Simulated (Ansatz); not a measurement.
Take Mo in the bcc (W type) structure (space group Im-3m, No. 229; relaxed with 0.1 eV smearing) as the base.

```yaml
crystal:
  lattice:
    - [-1.55576, 1.55576, 1.55576]
    - [1.55576, -1.55576, 1.55576]
    - [1.55576, 1.55576, -1.55576]
  atoms:
    - { symbol: Mo, position: [0.00000, 0.00000, 0.00000] }
```

Cartesian axes are those of the cell as printed.

Calculations: plane-wave PAW DFT at the LDA level (Ansatz, an electronic-structure program, 420 eV), without spin-orbit coupling.

Now apply this change: the cell is stretched by 3.00 % along z with no lateral relaxation, atoms relaxed at fixed cell.

### Question
Predict the stress tensor and what it implies for the stiffness.

### Answer
Stress of the strained cell less that of the base (GPa, compression positive):
```
   -5.0     0.0     0.0
    0.0    -5.0     0.0
    0.0     0.0   -14.0
```

Then −Δσ_ii/ε with ε = 0.0300 gives secant stiffness values (nonlinear terms included at this strain): C33 ≈ 465 GPa, C13 ≈ 167 GPa and C23 ≈ 167 GPa.

As a check, the harmonic strain energy −½ V₀ Δσ:ε is 20 meV/atom; the computed energy rise is 20 meV/atom.

Stability against distortions was not tested. All final runs are without spin polarisation.
